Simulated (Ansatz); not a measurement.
bcc Eu was calculated with rVV10 (PAW; Ansatz, a first-principles code).

Numerical settings: plane-wave cutoff 520 eV, 18×18×18 k mesh, Fermi–Dirac smearing 0.05 eV, spin-polarised with parallel moments, scalar-relativistic PAW data made under PBE.

Computed points:

```csv
V (Å³/atom),E − E_lowest (meV/atom)
37.053,8.22
37.841,3.46
38.630,0.79
39.418,0.00
40.206,0.93
40.995,3.44
41.783,7.37
```

### Question
What bulk modulus B0 and pressure derivative B′ does a third-order Birch–Murnaghan fit give?

### Answer
V0 = 39.372 Å³/atom, B0 = 17.6 GPa, B′ = 3.6 (fit to the energies at full precision).

Measured, for comparison: bulk modulus 10.9 ± 0.6 GPa (room temperature, not corrected to a static lattice, our sources range from 10.9 to 11.7; as tabulated in arXiv:1012.3782); equilibrium volume per atom 48.10 Å³/atom (293 K, not corrected to a static lattice; as tabulated in Wikipedia's data pages). Computed (rounded) less measured: bulk modulus +61 % (+50 % to +61 % over the range), equilibrium volume per atom -18.1 %.

Note: the 4f shell is treated without U or exact exchange, so its levels and filling can be wrong; the collinear magnetic order is the start's and need not be the measured one.

Spin–orbit coupling is not included.

The computed numbers hold no vibrational or temperature effects.
